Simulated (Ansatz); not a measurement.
Start from Bi₂Te₃ in the Bi2Te3 type structure (space group R-3m, No. 166; a = 4.396 Å, c = 31.389 Å (hexagonal axes)).

Structures relaxed with Ansatz (an electronic-structure program) r2SCAN+rVV10, no spin-orbit coupling, earlier PAW set.

Base:

Simulated powder pattern, Cu Kα1, λ = 1.54056 Å (kinematic, ideal powder, no thermal factors, no anomalous dispersion; the 14 strongest lines at most, above 2 %, up to 2θ = 90°):

| 2θ (°) | I/Imax (%) | hkl |
|---|---|---|
| 8.44 | 8.8 | (003) |
| 16.93 | 10 | (006) |
| 27.38 | 100 | (015) |
| 37.09 | 38 | (1 0 10) |
| 39.43 | 7.2 | (0 1 11) |
| 41.03 | 36 | (110) |
| 50.03 | 19 | (205) |
| 52.43 | 6.4 | (0 0 18) |
| 56.50 | 11 | (0 2 10) |
| 61.10 | 13 | (1 1 15) |
| 66.63 | 17 | (125) |
| 68.65 | 7.6 | (1 1 18) |
| 72.16 | 11 | (2 1 10) |
| 74.75 | 6.4 | (300) |

It is then changed as follows: Se takes the place of Te on all its sites; the structure is relaxed again.

Question: Predict the new powder pattern.

Answer: 
Simulated powder pattern, Cu Kα1, λ = 1.54056 Å (kinematic, ideal powder, no thermal factors, no anomalous dispersion; the 14 strongest lines at most, above 2 %, up to 2θ = 90°):

```tsv
2θ (°)	d (Å)	I/Imax (%)	hkl
9.06	9.756	14	(003)
18.17	4.878	20	(006)
24.97	3.563	17	(101)
29.16	3.060	100	(015)
39.70	2.268	38	(1 0 10)
42.24	2.138	11	(0 1 11)
43.64	2.072	35	(110)
47.64	1.907	15	(116)
53.35	1.716	19	(205)
60.46	1.530	11	(0 2 10)
65.67	1.421	14	(1 1 15)
69.28	1.355	6.9	(0 1 20)
71.30	1.322	16	(125)
77.48	1.231	11	(2 1 10)
```

The indices refer to each structure's own conventional cell; one index is shown for lines that coincide.

No phonon test of stability was made.
